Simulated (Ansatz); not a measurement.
## Electron-phonon data for V₂AlC (P6_3/mmc)

```yaml
crystal:
  lattice:
    - [2.87823, 0.00000, 0.00000]
    - [-1.43912, 2.49262, 0.00000]
    - [0.00000, 0.00000, 13.02248]
  atoms:
    - { symbol: Al, position: [0.33333, 0.66667, 0.25000] }
    - { symbol: Al, position: [0.66667, 0.33333, 0.75000] }
    - { symbol: V, position: [0.33333, 0.66667, 0.58523] }
    - { symbol: V, position: [0.66667, 0.33333, 0.41477] }
    - { symbol: V, position: [0.66667, 0.33333, 0.08523] }
    - { symbol: V, position: [0.33333, 0.66667, 0.91477] }
    - { symbol: C, position: [0.00000, 0.00000, 0.00000] }
    - { symbol: C, position: [0.00000, 0.00000, 0.50000] }
```

Method: PBEsol, DFPT electron-phonon coupling, linearised Boltzmann equation (plane waves, PAW, scalar-relativistic; Ansatz, a program for electronic structure). How the cell was made: relaxed with this functional, without spin-orbit coupling.

```json
{
  "resistivity at 300 K": "12.3 (x), 12.3 (y), 49 (z) μΩ·cm",
  "resistivity at 77 K": "0.44 (x), 0.44 (y), 1.96 (z) μΩ·cm",
  "electron mean free path at 300 K (weighted by the current that each state carries)": "8.6 (x), 8.6 (y), 7.0 (z) nm",
  "drude_plasma_energy": "4.6 (x), 4.6 (y), 2.3 (z) eV"
}
```

A metal at this level (no band gap). Only scattering by harmonic phonons is included (no impurities, grain boundaries, electron-electron scattering or thermal expansion). Spin-orbit coupling is left out. Halving the electron mesh (32x32x8) moves the resistivity by up to 7 % at 300 K, the mean free path by up to 8 %. Smearing 0.20 eV; phonons on a 6x6x1 q mesh, which this run doesn't test and which matters most at low temperature.

Computed structure with no diffraction record at hand here (it may be known, metastable or hypothetical): V2AlC (P6_3/mmc). Treated as nonmagnetic (a ferromagnetic start lost its moment, other orders weren't tried): V2AlC (P6_3/mmc).
